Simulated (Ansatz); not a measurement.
F on the 1x1 (111) surface of fcc Ag, one in a 2x2 cell, energies for each (29.8 Å²). Energies are against ½ F2(g), without zero-point or thermal terms; each row is named by its start.

Computed with PBE (plane waves to 420 eV, PAW; Ansatz, a first-principles code).

Slab: 17 atoms, 7.1 Å thick at the start under the adsorbate (thin: gaps and levels are the slab's own); k 6x6x1, smearing 0.1 eV, dipole-corrected; 8 atoms held, the rest relaxed; each run with such symmetry as its start has; no spin, no spin-orbit, no U, no dispersion correction.

A negative adsorption energy means that the adsorbate is more stable on the surface than in its reference. Heights count from the host atoms within 0.3 Å of the top one.

```json
[
 {"starting site": "top Ag", "E_ads (eV)": "-1.87", "height (Å)": "2.02", "nearest host atom (Å)": "Ag 2.06", "bonded to": "Ag", "Δ work function (eV)": "2.44", "lateral drift (Å)": "0.0"},
 {"starting site": "hollow Ag-Ag-Ag over Ag at depth 2.4 Å", "E_ads (eV)": "-2.40", "height (Å)": "1.58", "nearest host atom (Å)": "Ag 2.34", "bonded to": "3 Ag", "Δ work function (eV)": "1.35", "lateral drift (Å)": "0.0"},
 {"starting site": "hollow Ag-Ag-Ag over Ag at depth 4.7 Å", "E_ads (eV)": "-2.42", "height (Å)": "1.57", "nearest host atom (Å)": "Ag 2.33", "bonded to": "3 Ag", "Δ work function (eV)": "1.30", "lateral drift (Å)": "0.0"},
 {"starting site": "bridge Ag-Ag (span 2.9 Å)", "E_ads (eV)": "-2.42", "height (Å)": "1.57", "nearest host atom (Å)": "Ag 2.33", "bonded to": "3 Ag", "Δ work function (eV)": "1.30", "lateral drift (Å)": "0.8"}
]
```
